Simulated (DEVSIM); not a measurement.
Device: W/La2O3/n-InP capacitor, at 300 K.

```csv
layer (left to right),material,thickness (nm),Nd (cm⁻³)
1,La2O3,7.80,-
2,InP,4300,2.1e16
```

Metal gate on the left, work function 4.6 eV. Fixed charge at the semiconductor interface 0 cm⁻² (in units of +e); no interface traps.

The device is made up for the run: typed textbook-type constants, with dimensions and the other settings drawn at random. Values at 300 K.

```csv
parameter,La2O3,InP
gap (eV),5.8,1.344
affinity (eV),1.8,4.38
permittivity,27,12.5
Nc (cm⁻³),-,5.7e17
Nv (cm⁻³),-,1.1e19
```

Model (solved in DEVSIM): 1D Poisson equation in equilibrium, Boltzmann statistics, complete ionisation; no quantum confinement or tunnelling. Metal contacts follow the ideal Schottky-Mott rule: no Fermi-level pinning, no interface dipoles.

Task: Tabulate band edges, carrier densities and field at -0.6 V on the gate.

Result: Energies count from the Fermi level of the right contact; mesh points crowd at the junctions.

```tsv
x (μm)	Ec (eV)	Ev (eV)	n (cm⁻³)	p (cm⁻³)	field (V/cm)
0.000	3.400	-2.400	< 1e2	< 1e2	-30000
0.001276	3.396	-2.404	< 1e2	< 1e2	-30000
0.003524	3.389	-2.410	< 1e2	< 1e2	-30000
0.005997	3.382	-2.418	< 1e2	< 1e2	-30000
0.007840	0.796	-0.548	24000	6.9e9	-65000
0.009347	0.787	-0.557	35000	4.8e9	-64000
0.01274	0.765	-0.579	80000	2.1e9	-63000
0.02470	0.692	-0.652	1400000	1.2e8	-59000
0.04600	0.572	-0.772	1.4e8	1200000	-53000
0.09541	0.348	-0.996	8.2e11	200	-38000
0.2068	0.109	-1.235	8.5e15	< 1e2	-7000
0.5986	0.085	-1.259	2.1e16	< 1e2	≈ 0
1.342	0.085	-1.259	2.1e16	< 1e2	≈ 0
2.723	0.085	-1.259	2.1e16	< 1e2	≈ 0
3.754	0.085	-1.259	2.1e16	< 1e2	≈ 0
4.063	0.085	-1.259	2.1e16	< 1e2	≈ 0
4.200	0.085	-1.259	2.1e16	< 1e2	≈ 0
4.261	0.085	-1.259	2.1e16	< 1e2	≈ 0
4.293	0.085	-1.259	2.1e16	< 1e2	≈ 0
4.301	0.085	-1.259	2.1e16	< 1e2	≈ 0
4.306	0.085	-1.259	2.1e16	< 1e2	≈ 0
4.308	0.085	-1.259	2.1e16	< 1e2	≈ 0
```
